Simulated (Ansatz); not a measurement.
LiNbO₃ (model structure, started from the LiNbO3 type, R3c, No. 161, 10 atoms in the cell), treated with r²SCAN in Ansatz (plane waves, PAW).

Run with plane-wave cutoff 560 eV, 8×8×8 k mesh, Fermi–Dirac smearing 0.01 eV, no spin polarisation, scalar-relativistic PAW data made under PBE.

Cell (relaxed at this level):

```cif
data_Li2Nb2O6
_chemical_formula_sum 'Li2 Nb2 O6'
_space_group_name_H-M_alt 'P 1'
_space_group_IT_number 1
_cell_length_a 5.49749
_cell_length_b 5.49749
_cell_length_c 5.49749
_cell_angle_alpha 55.707
_cell_angle_beta 55.707
_cell_angle_gamma 55.707
loop_
_space_group_symop_operation_xyz
  'x, y, z'
loop_
_atom_site_label
_atom_site_type_symbol
_atom_site_fract_x
_atom_site_fract_y
_atom_site_fract_z
_atom_site_occupancy
Li1 Li 0.29791 0.29791 0.29791 1
Li2 Li 0.79791 0.79791 0.79791 1
Nb1 Nb 0.01592 0.01592 0.01592 1
Nb2 Nb 0.51592 0.51592 0.51592 1
O1 O 0.73526 0.12349 0.37772 1
O2 O 0.37772 0.73526 0.12349 1
O3 O 0.12349 0.37772 0.73526 1
O4 O 0.87772 0.62349 0.23526 1
O5 O 0.23526 0.87772 0.62349 1
O6 O 0.62349 0.23526 0.87772 1
```

**Question.** What does this level give for the band gap and bulk modulus B0?

**Answer.** 
- band gap: 4.01 eV (on the SCF k mesh)
- bulk modulus B0: 116 GPa

Note: the bulk modulus is −V dP/dV from two relaxed cells at ±2 % in volume.

Spin–orbit coupling is not included.

Static lattice: no zero-point or thermal effects.

Computing time: about 8 core-minutes (a rough figure).

A model structure was made by putting elements into a prototype or built by hand; here it ended with the formula and space group of a phase in our tables.

Ansatz is a first-principles code.
